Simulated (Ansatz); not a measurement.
The reference is GaN in the wurtzite structure (space group P6_3mc, No. 186; a = 3.183 Å, c = 5.185 Å).

Level of theory: Ansatz (a quantum-chemistry and plane-wave program) PBEsol, no SOC.

For the base:

| Item | Result |
|---|---|
| Valence-band top at Γ | 0.00, 0.00, -0.04 eV |
| Band gap | 1.88 eV |

Now apply this change: an isotropic linear strain of −2.40 %, atoms relaxed at fixed cell.

Task: Estimate the effect on the valence-band top at Γ.

Result: The valence-band top at Γ (three highest levels, from the VBM) goes from 0.00, 0.00, -0.04 eV to 0.00, 0.00, -0.06 eV.

Task: Estimate the effect on the band gap.

Result: The band gap goes up by 0.479 eV to 2.35 eV.

No phonon test of stability was made.
